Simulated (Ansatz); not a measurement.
# Converging shifted k-point meshes: InBi (P4mm, 4 atoms in the cell)

```xyz
4
Lattice="4.9256 0.0000 0.0000 0.0000 4.9256 0.0000 0.0000 0.0000 5.2379" Properties=species:S:1:pos:R:3 pbc="T T T"
In     2.4628     2.4628     0.0000
In     0.0000     0.0000     0.0000
Bi     2.4628     0.0000     1.9357
Bi     0.0000     2.4628     3.3522
```

Method of the run: LDA (PW92), default PAW files made with PBE (plane waves; Ansatz, an electronic-structure program).

Base settings: basis.ecutwfc = 30.9 Ry; kpoints.mp_grid.grid = 7 7 6; hamiltonian.xc = lda; hamiltonian.pseudopotentials = {kind: paw} (the program's default PAW files); scf.occupations.method = gaussian; scf.occupations.width = 0.0073 Ry.

In this ladder: kpoints.mp_grid.shift = 0.5 0.5 0.5.

Only quantities that move along the ladder and can be compared are tabulated.

The count of work is k-points × plane waves × bands × iterations; it is no time. 

The starting cell comes from a database of computed structures (which also holds hypothetical and non-ambient phases and stackings), without a prior relaxation at this level. Its lattice was rescaled by up to half a per cent. One atom was moved a little off its site on purpose. In the base run, with a pressure of about -4 GPa the cell is away from its equilibrium volume at this level. Ansatz's pressure includes its estimate of the finite-basis (Pulay) stress.

```tsv
kpoints.mp_grid.grid	free energy less the last step's (meV/atom)	pressure (GPa)	largest difference of a force vector from the last step's (eV/Å)	count of work / last
1 1 1	-3197.26	-23.00	1.004	0.0014
2 2 1	-470.56	-7.60	0.483	0.0014
2 2 2	-130.37	-4.37	0.037	0.0014
3 3 2	45.04	-3.04	0.039	0.0035
3 3 3	7.37	-3.17	0.290	0.0071
4 4 4	9.05	-3.42	0.068	0.0083
5 5 5	10.76	-3.53	0.072	0.025
6 6 6	9.09	-3.46	0.008	0.025
7 7 6	3.31	-3.43	0.028	0.035
8 8 8	2.06	-3.50	0.022	0.055
10 10 9	0.96	-3.50	0.003	0.10
12 12 11	0.23	-3.46	0.011	0.17
15 15 14	0.49	-3.46	0.001	0.35
22 22 21	0.00	-3.49	0.000	1.0
```

Coarsest kpoints.mp_grid.grid that holds the free energy within 5 meV/atom of the last step, with all finer ones: 7 7 6, at 0.035 of the last step's count of work; the step before is off by 9.1 meV/atom.

Coarsest kpoints.mp_grid.grid that holds the forces within 0.01 eV/Å of the last step, with all finer ones: 15 15 14, at 0.35 of the last step's count of work; the step before is off by 0.011 eV/Å.

Coarsest kpoints.mp_grid.grid that holds the pressure within 0.1 GPa of the last step, with all finer ones: 4 4 4, at 0.0083 of the last step's count of work; the step before is off by 0.32 GPa.

Keys are those of Ansatz 0.2.
